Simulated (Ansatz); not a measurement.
Ansatz (a first-principles code) run on YbZnPb (P6_3mc, 6 atoms in the cell): self-consistent single point.

Level of theory: PBEsol, PAW files made with PBE (plane waves; Ansatz).

The change in words: lattice scaled by 0.98. Reference geometry:
```
CELL_PARAMETERS angstrom
      4.75572     0.00000     0.00000
     -2.37786     4.11857     0.00000
      0.00000     0.00000     7.57824
ATOMIC_POSITIONS crystal
  Yb 0.00000 0.00000 0.75766
  Yb 0.00000 0.00000 0.25766
  Zn 0.66667 0.33333 0.94147
  Zn 0.33333 0.66667 0.44147
  Pb 0.66667 0.33333 0.54186
  Pb 0.33333 0.66667 0.04186
```

Reference input (self-consistent single point, DFT, PBEsol, plane waves, PAW files made with PBE): kpoints.mp_grid.grid = 6 6 3; hamiltonian.xc = pbesol; hamiltonian.pseudopotentials = {kind: paw} (the program's default PAW files); scf.occupations.method = gaussian; scf.occupations.width = 0.01 Ry. This run's input differs from it in these lines:

```diff
@@ -3,5 +3,5 @@
   lattice:
-    - [4.755720, 0.000000, 0.000000]
-    - [-2.377860, 4.118574, 0.000000]
-    - [0.000000, 0.000000, 7.578240]
+    - [4.660606, 0.000000, 0.000000]
+    - [-2.330303, 4.036203, 0.000000]
+    - [0.000000, 0.000000, 7.426675]
   atoms:
```

Output (repeated stretches shortened):

```
SCF iter   1: F=—  HF=-57433.143401 eV  |F-HF|=—  |Δ(HF+E_count)|=         —  Δρ=5.67e-2  dr2=4.83e0  ethr=3.10e-3  ⟨swp⟩=7.6  Hψ=3792  notcnv=0
all-band conjugate gradients solve this SCF's bands
preconditioner: auto → Resta (q_TF=auto, 2.580 Å⁻¹)
SCF iter   2: F=—  HF=-57435.544736 eV  |F-HF|=—  |Δ(HF+E_count)|=    2.40e0  Δρ=2.81e-1  dr2=8.82e1  ethr=3.10e-3  ⟨swp⟩=5.9  Hψ=2164  notcnv=0  defer=68  recentre
   [... lines left out ...]
SCF iter  13: F=—  HF=-57431.974402 eV  |F-HF|=—  |Δ(HF+E_count)|=   1.46e-5  Δρ=1.55e-4  dr2=2.85e-5  ethr=2.22e-7  ⟨swp⟩=1.5  Hψ=895  notcnv=0  defer=45
SCF iter  14: F=—  HF=-57431.974404 eV  |F-HF|=—  |Δ(HF+E_count)|=   2.06e-6  Δρ=2.34e-5  dr2=3.92e-7  ethr=2.85e-8  ⟨swp⟩=2.1  Hψ=1314  notcnv=0  defer=45
SCF iter  15: F=—  HF=-57431.974404 eV  |F-HF|=—  |Δ(HF+E_count)|=   5.22e-8  Δρ=1.66e-5  dr2=1.79e-7  ethr=3.92e-10  ⟨swp⟩=2.5  Hψ=1573  notcnv=0  defer=45
SCF iter  16: F=-57431.974404 eV  HF=-57431.974404 eV  |F-HF|=2.97e-9  |Δ(HF+E_count)|=   1.04e-7  Δρ=1.91e-6  dr2=6.25e-9  ethr=1.00e-10  ⟨swp⟩=16.3  Hψ=5448  notcnv=0
SCF 1 converged in 16 iterations: F = -57431.974404 eV  dr2 = 6.25e-9
Free energy (F): -57431.974404 eV
Internal energy: -57431.941891 eV  (E = F + TS)
E sigma→0 (E₀):  -57431.958148 eV
Entropy (-TS):   -0.032513 eV (-5.419 meV/atom)
Fermi energy:    12.722761 eV
--- Forces (eV/Å), atoms counted from 1 ---
  atom   1  Yb    -0.00000000     0.00000000     0.11804892
  atom   2  Yb     0.00000000     0.00000000     0.11804892
  atom   3  Zn     0.00000000     0.00000000     0.17701351
  atom   4  Zn     0.00000000     0.00000000     0.17701351
  atom   5  Pb     0.00000000     0.00000000    -0.29504674
  atom   6  Pb    -0.00000000     0.00000000    -0.29504674
--- Stress (GPa, compression-positive) ---
        0.684432       0.000000      -0.000000
        0.000000       0.684432      -0.000000
        0.000000       0.000000      -0.273399
  P = ⅓ Tr σ = 0.3652 GPa (3.652 kbar)
  The stress holds the Pulay correction. Without it, at fixed plane waves, as pw.x and ABINIT print it: P = 0.3020 GPa
```

The run converged in 16 iterations. Against the reference run the free energy goes down by 10.2 meV/atom, the pressure goes from -2.44 to 0.37 GPa and the largest force goes from 0.221 to 0.295 eV/Å.

The starting cell comes from a database of computed structures (which also holds hypothetical and non-ambient phases and stackings), without a prior relaxation at this level. For this run, on top of that: lattice scaled by 0.98. Spin polarisation is off. Ansatz's pressure includes its estimate of the finite-basis (Pulay) stress.

Keys are those of Ansatz 0.2.
